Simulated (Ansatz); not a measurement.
# hypothetical CdI2 type HfO2 with two functionals, holes 2.0×10^21 cm⁻³

The reference is HfO2 in the CdI2 type structure (space group P-3m1, No. 164; a = 3.2399 Å, c = 4.6631 Å; a hypothetical phase, not in the database extracts checked; layered, stacked along the Cartesian z axis).

(Cell as relaxed with PBE-D3(BJ).)

Levels (all Ansatz, a program for electronic structure, PAW, earlier PAW set): PBE-D3(BJ) (420 eV, no SOC); r2SCAN+rVV10 (500 eV, no SOC).

Each level relaxes its own structure.

```json
[
 {"base": "volume per atom", "PBE-D3(BJ)": "14.13 Å³", "r2SCAN+rVV10": "13.70 Å³"},
 {"base": "lattice parameter a", "PBE-D3(BJ)": "3.240 Å", "r2SCAN+rVV10": "3.227 Å"},
 {"base": "band gap", "PBE-D3(BJ)": "4.48 eV", "r2SCAN+rVV10": "4.92 eV"}
]
```

Perturbation: holes 2.0×10^21 cm⁻³, on a uniform background at fixed cell.

| quantity | PBE-D3(BJ) | r2SCAN+rVV10 |
|---|---|---|
| shift of the gap caused by the change | +0.07 eV | … |
| gap character | indirect, K–Γ (65 % along) → M | … |
| Fermi level relative to the doped band's edge (positive inside the band; to 0.05 eV) | +0.05 eV | … |
| gap between the host's bands | 4.56 eV | … |

Predict the r2SCAN+rVV10 column.


- shift of the gap caused by the change, r2SCAN+rVV10: +0.10 eV
- gap character, r2SCAN+rVV10: indirect, K–Γ (71 % along) → K
- Fermi level relative to the doped band's edge (positive inside the band; to 0.05 eV), r2SCAN+rVV10: +0.05 eV
- gap between the host's bands, r2SCAN+rVV10: 5.02 eV

PBE-D3(BJ)'s shift of the gap caused by the change lies 0.03 eV below r2SCAN+rVV10's; they disagree on the gap character; PBE-D3(BJ)'s gap between the host's bands lies 0.46 eV below r2SCAN+rVV10's; the two agree on the Fermi level from band edge. Neither level is exact; r2SCAN+rVV10 is the comparison here, not a measurement.

Carriers are added with a uniform compensating background; total energy and stress of such cells depend on the potential's zero and are not compared; many-body gap narrowing is missing at this level. Spin-orbit coupling, missing from the scalar runs, can matter with Hf. Stability against distortions was not tested.
